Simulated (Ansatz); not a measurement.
# A computed series for NbSi2: pressure series

Consider NbSi$_{2}$ (space group P6_222, No. 180; a = 4.8105 Å, c = 6.6185 Å).

Cell and atoms are relaxed at each pressure.

Method: PBE in Ansatz (plane waves to 420 eV, PAW, without spin-orbit coupling).

| pressure (GPa) | volume per atom (Å³/atom) |
|---|---|
| -2 | 14.912 |
| -1 | 14.823 |
| 0 | 14.737 |
| 0.9 | 14.663 |
| 2.1 | 14.566 |
| 4.5 | ? |
| 15 | 13.692 |
| 22.5 | 13.288 |
| 30 | 12.936 |

Fit the third-order Birch–Murnaghan form P(V) = (3B₀/2)[(V₀/V)^(7/3) − (V₀/V)^(5/3)]·[1 + (3/4)(B₀′ − 4)((V₀/V)^(2/3) − 1)] (squares taken in P) to the rows shown and predict the withheld row.

Least squares on the printed values gives V₀ = 14.738 Å³/atom, B₀ = 174 GPa, B₀′ = 4.2; this predicts 14.381 Å³/atom, and the run gives 14.380 Å³/atom, in agreement.

Load acts through the strain it causes; cell and atoms are relaxed under it. Stability against distortions was not tested. No other phases were tried under pressure. The final runs are not spin-polarised. An odd electron count without spin: NbSi2.

Ansatz is a program for electronic structure.
